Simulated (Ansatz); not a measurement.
The starting structures come from a database of crystals and need not be the phases stable at ambient conditions.

 Where the default PAW files enter, the runs use the earlier of Ansatz's two default sets.

Inside the gap of an insulator the Bloch states are evanescent, with a wavenumber k + iκ along the transport direction.

Input:

```
CELL_PARAMETERS angstrom
      4.11412     0.00000     0.00000
      0.00000     5.08125     0.00000
      0.00000     0.00000     4.52716
ATOMIC_POSITIONS crystal
  Si 0.50000 0.65231 0.75000
  Si 0.50000 0.34769 0.25000
  Si 0.00000 0.84769 0.25000
  Si 0.00000 0.15231 0.75000
  O  0.73090 0.38242 0.57997
  O  0.26910 0.61758 0.42003
  O  0.76910 0.11758 0.07997
  O  0.23090 0.88242 0.92003
  O  0.23090 0.11758 0.42003
  O  0.76910 0.88242 0.57997
  O  0.26910 0.38242 0.92003
  O  0.73090 0.61758 0.07997
```

Space group of this cell: Pbcn. The cell is taken as given; by r2SCAN its mean pressure is -9.8 GPa.

Transport runs along the normal of the first two printed cell vectors.

The gap is the functional's own. No spin-orbit coupling. Mid-gap values are interpolated on the energy grid.

Question: Predict the band gap and the smallest decay constant κ at mid-gap from Ansatz (a program for electronic structure) with r2SCAN.

Answer: Gap 6.20 eV on a 8×6×8 mesh; κ = 0.399 1/Å, at the zone centre.
